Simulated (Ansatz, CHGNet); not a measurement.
Elastic constant C12 (GPa) of solids drawn from the class of intermetallic compounds, at two levels: the machine-learned potential CHGNet 0.3.0 (trained on PBE and PBE+U data), and r²SCAN (PAW; Ansatz, a program for electronic structure).

| solid | CHGNet 0.3.0 | r²SCAN | shift (%) |
|---|---|---|---|
| CsCl-type RuAl | 158 | 158 | 0.0 |
| fluorite AuAl2 | 89.7 | 97.4 | +8.6 |
| L1₀ (CuAu-type) CuAu | 122 | 149 | +22 |
| L1₂ (Cu3Au-type) Al3Sc | 79.7 | 41.7 | -48 |
| CsCl-type PdIn | 113 | 122 | +8.0 |
| L1₂ (Cu3Au-type) Pt3Ti | 213 | 199 | -6.6 |
| CsCl-type CuZn | 78.9 | 127 | +61 |
| fluorite PtAl2 | 119 | 117 | -1.7 |

The shifts run from -48 % to +61 %, with a median of +4.0 %.

Over all 8 rows r²SCAN is the larger in 4.

Ansatz's runs of these crystals have no spin polarisation. A magnetic state wasn't tried for L1₂ (Cu3Au-type) Al3Sc, CsCl-type PdIn, L1₂ (Cu3Au-type) Pt3Ti, fluorite PtAl2 with meta-GGA or hybrid levels, which favour moments.

Spin–orbit coupling is left out, also for the solids with elements from indium on (fluorite AuAl2, L1₀ (CuAu-type) CuAu, CsCl-type PdIn, L1₂ (Cu3Au-type) Pt3Ti, fluorite PtAl2); its size isn't shown.

Each level is taken at its own relaxed cell. Ansatz's density-functional and Hartree–Fock values are scalar-relativistic unless marked +SOC, with PAW data made under PBE.
